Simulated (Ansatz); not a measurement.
These are PBE (plane waves to 420 eV, PAW; Ansatz, an electronic-structure program) values and carry that method's errors.

Planar average of the electrostatic potential across the slab, in eV from the Fermi level, for the (111) surface of germanium, Ga on one of 1 atoms under the surface, no caps (bottom of the slab: built like the top, H on every dangling bond, free):

```csv
z (Å),V (eV)
3.86,4.32
4.16,4.32
4.45,4.32
4.75,4.32
5.05,4.32
5.34,4.32
5.64,4.32
5.94,4.32
6.23,4.31
6.53,4.30
6.83,4.26
7.12,4.18
7.42,3.98
7.72,3.49
8.02,2.23
8.31,2.15
8.61,2.13
8.91,-0.02
9.20,-3.27
9.50,-6.15
9.80,-8.61
10.09,-9.45
10.39,-8.33
10.69,-5.76
10.98,-2.89
11.28,0.20
11.58,1.91
11.88,1.83
12.17,-0.09
12.47,-3.15
12.77,-5.87
13.06,-8.16
13.36,-9.14
13.66,-8.27
13.95,-6.00
14.25,-3.31
14.55,-0.22
14.84,1.85
15.14,2.08
15.44,0.61
15.73,-2.39
16.03,-5.21
16.33,-7.54
16.62,-8.93
16.92,-8.51
17.22,-6.49
17.52,-3.95
17.81,-0.93
18.11,1.60
18.41,2.26
18.70,1.37
19.00,-1.51
19.30,-5.59
19.59,-8.81
19.89,-10.03
20.19,-8.62
20.48,-4.82
20.78,-0.58
21.08,1.95
21.38,3.05
21.67,3.55
21.97,3.78
22.27,3.89
22.56,3.94
22.86,3.96
23.16,3.97
23.45,3.97
23.75,3.98
24.05,3.98
24.34,3.98
```

Slab: 9 atoms, 12.4 Å thick at the start with caps and adatoms (thin: gaps and levels are the slab's own); k 8x8x1, smearing 0.025 eV, dipole-corrected; 2 atoms held, the rest relaxed; symmetry of the start imposed; no spin (no spin-polarised run to compare, though such a face may carry moments), no spin-orbit, no U. The slab shows no gap on its mesh. In PBE it lies 0.42 eV a 1x1 cell over the lowest computed structure of the same composition (Ga on one of 1 surface atoms, no caps).

Q: The surface cell has an area of 14.37 Å². What dipole along the normal does the step between the two vacuum levels imply?

A: the top vacuum level lies 0.34 eV below the bottom one; p = −ε₀ A ΔV (ε₀ = 0.005526 e/(V·Å)) gives 0.03 e·Å a cell.
